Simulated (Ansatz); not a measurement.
Results of HSE06 (Ansatz, a quantum-chemistry and plane-wave program, PAW) for fluorite PbF₂ (high-temperature phase).

Numerical settings: plane-wave cutoff 520 eV, 6×6×6 k mesh, scalar-relativistic PAW data made under PBE.

Computed at the level's own relaxed cell.

Hill averages of the elastic tensor: K = 71.5 GPa, G = 24.8 GPa. Volume 17.576 Å³/atom, mean atomic mass 81.732 u.

### Question
Work out the density, the sound velocities of a polycrystal and the elastic Debye temperature at this level.

### Answer
ρ = 1.66054 × 81.732/17.576 = 7.722 g/cm³. v_l = √[(K + 4G/3)/ρ] = 3.680 km/s and v_t = √(G/ρ) = 1.792 km/s. The mean follows from 3/v_m³ = 1/v_l³ + 2/v_t³: v_m = 2.013 km/s. Θ_D = (ħ/k_B) v_m (6π²/V)^(1/3) = 76.38 K Å s/km × 2.013 × 1.4991 Å⁻¹ = 231 K, counting all atoms of the cell.
